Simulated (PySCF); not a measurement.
PySCF 2.14.0, BP86/def2-svpd, df: Nb(S)(Cl)2(OH) ([OH][Nb](=[S])([Cl])[Cl]), 6 atoms. The geometry is a generated start, not checked to be a minimum at this level.

```yaml
task: energy
method: bp86
basis: def2-svpd
two_electron_scheme: density fitting
mol.max_memory: 3000 MB
mf.max_cycle: 100
mf.init_guess: minao (default)
mf.DIIS: CDIIS (default)
mf.conv_tol: 1e-09 (default)
mf.grids.level: 3 (default)
effective_core_potentials: those of the basis set, past Kr
basis_functions: 146
grid_points: 102968
```

```xyz
6

Nb     0.0576     0.2822     0.0098
S      1.8646    -0.4190    -1.0813
Cl     0.9554     1.4587     1.6560
Cl    -0.6546     1.9173    -1.3016
O     -0.8922    -1.1942     0.3047
H     -1.3308    -2.0450     0.4124
```

Charge 0 and multiplicity 1 are set for this test and not shown to be the ground state.

One run each on 2 threads, 1 BLAS thread. Values of diis_space tried: 3, 5, 8 (default), 12, 20.

Problem. Which value of diis_space needs the fewest Fock builds, and what happens away from it?

Solution. Fewest Fock builds, within one of each other: 8 (default) with 20, 12 with 20, 20 with 20. The count rises to 82 at 3. All converge to one solution.

```csv
diis_space,Fock builds,end
3,82,same solution
5,24,same solution
8 (default),20,same solution
12,20,same solution
20,20,same solution
```
